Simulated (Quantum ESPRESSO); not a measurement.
Quantum ESPRESSO 7.5, DFT, PBE, plane waves, PseudoDojo 0.5 standard norm-conserving PBE (local tails restored to the Coulomb form): Cu(100) slab of 5 layers, 1x1 (Cu5), unrelaxed, 5 atoms. Basis and mesh were picked for this test and aren't claimed converged.

```fortran
&CONTROL
  calculation = 'scf'
  pseudo_dir = './pseudo'
  outdir = './out'
  tprnfor = .true.
  tstress = .false.
/
&SYSTEM
  ibrav = 0
  nat = 5
  ntyp = 1
  ecutwfc = 92.0
  ecutrho = 368.0
  occupations = 'smearing'
  smearing = 'mv'
  degauss = 0.02
/
&ELECTRONS
  conv_thr = 5e-09
  mixing_mode = 'local-TF'
  mixing_beta = 0.1
/
ATOMIC_SPECIES
Cu 63.5460 Cu.upf
CELL_PARAMETERS angstrom
  2.556191000000   0.000000000000   0.000000000000
  0.000000000000   2.556191000000   0.000000000000
  0.000000000000   0.000000000000  21.230000000000
ATOMIC_POSITIONS crystal
Cu   0.000000000000   0.000000000000   0.329722000000
Cu   0.500000000000   0.500000000000   0.414861000000
Cu   0.000000000000   0.000000000000   0.500000000000
Cu   0.500000000000   0.500000000000   0.585139000000
Cu   0.000000000000   0.000000000000   0.670278000000
K_POINTS automatic
9 9 1 0 0 0
```

```bash
OMP_NUM_THREADS=1 mpirun -np 96 pw.x -nk 8 -in pw.in
```

The program reports k-points computed: 15, bands: 58, electrons: 95, G-vectors of the density: 111453, FFT grid: 30×30×250, symmetry operations: 16.

Machine: one whole node, Intel Xeon 6 (Granite Rapids), 96 cores on 1 socket, 2 hardware threads a core, 3 L3 cache groups, 3 NUMA nodes.

On 96 ranks this takes 6.1 s. Wall times, medians of two to five repeats, each run alone on the node (launch to exit). Processes are pinned to neighbouring cores unless said otherwise. The build: conda-forge: Open MPI 5.0, OpenMP, OpenBLAS 0.3.34 (pthreads), FFTW, ScaLAPACK, ELPA; another build can shift the numbers. Scratch files lie in a memory file system.

Q: Speed this job up; the result has to stay within 1.0 meV/atom in energy, 10 meV/Å in forces (largest component). Keep to 96 cores.

A: This is not unique; one that fits is going from mixing_mode = local-TF, mixing_beta = 0.1 to mixing_mode = plain, mixing_beta = 0.4, one of the fastest of the measured ones that keep the result.

```diff
-  mixing_mode = 'local-TF'
-  mixing_beta = 0.1
+  mixing_mode = 'plain'
+  mixing_beta = 0.4
```

Time: 6.1 s to 3.5 s (1.8× as fast). SCF iterations go from 20 to 12. These two results differ by: energy under 0.001 meV/atom, forces (largest component) 0.44 meV/Å. Others tried: mixing_mode = plain (default), mixing_beta = 0.7 (default), mixing_ndim = 16 (3.6 s); mixing_mode = plain, mixing_beta = 1 (3.6 s); mixing_mode = plain (default), mixing_beta = 0.7 (default) (3.6 s); mixing_mode = plain, mixing_beta = 0.2 (3.7 s); mixing_mode = plain (default), mixing_beta = 0.7 (default), mixing_ndim = 4 (4.1 s); mixing_mode = plain, mixing_beta = 0.1 (4.1 s); mixing_mode = local-TF, mixing_beta = 0.7 (4.2 s); mixing_mode = local-TF, mixing_beta = 0.4 (4.5 s); mixing_mode = local-TF, mixing_beta = 0.2 (5.1 s); mixing_mode = TF, mixing_beta = 1 (5.5 s); mixing_mode = TF, mixing_beta = 0.7 (6.4 s); mixing_mode = TF, mixing_beta = 0.4 (7.0 s); mixing_mode = TF, mixing_beta = 0.2 (8.8 s); mixing_mode = TF, mixing_beta = 0.1 (11 s); mixing_mode = plain (default), mixing_beta = 0.7 (default), mixing_ndim = 2 (20 s). Repeats scatter by up to 14 %.
